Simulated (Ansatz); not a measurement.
ZnS under load (space group P6_3mc), r2SCAN with spin-orbit coupling, rigid bands run with Ansatz (an electronic-structure program). Condition of this run: uniaxial stress along c of 1 GPa (compression positive) (the target of the relaxation). Band gap 2.90 eV, N_c = 2.38e18 cm⁻³ and N_v = 3.98e19 cm⁻³ at 300 K, conductivity masses along z (a = (3.79, 0.00, 0.00) Å; b = (-1.89, 3.28, 0.00) Å; c = (0.00, 0.00, 6.16) Å) of 0.195 mₑ (electrons) and 1.36 mₑ (holes). Take k_BT = 0.02585 eV.

**Question.** What thermal injection velocity √(2k_BT/πm) limits a ballistic channel along the direction named?

**Answer.** 1.22e7 cm/s for electrons and 4.61e6 cm/s for holes, a ratio of √(m_h/m_e) = 2.64, for dilute carriers.

**Question.** A film of it is 5 nm thick, with its normal along the direction named. Estimate the confinement energies in an infinite well.

**Answer.** ħ²π²/(2m t²) = 0.376 eV·nm²/(m/mₑ × t²) gives 77.1 meV for electrons and 11.1 meV for holes, so the gap would widen to about 2.99 eV. Finite barriers and nonparabolic bands lower this, and with several valleys or bands the heaviest mass along the normal sets the lowest level, not this average.

**Question.** Find the intrinsic carrier density and the intrinsic Fermi level.

**Answer.** n_i = √(N_c N_v) exp(−E_g/2k_BT) = 9.73e18 × exp(−56.09) = 4.3e-6 cm⁻³. The level lies (k_BT/2) ln(N_v/N_c) = 36 meV from mid-gap (positive towards the conduction band). Each 0.1 eV added to the gap lowers n_i by a factor of 6.9.

Rigid bands with the computed gap; masses take one relaxation time for all states. Geometry: cell and atoms relaxed with PBEsol.
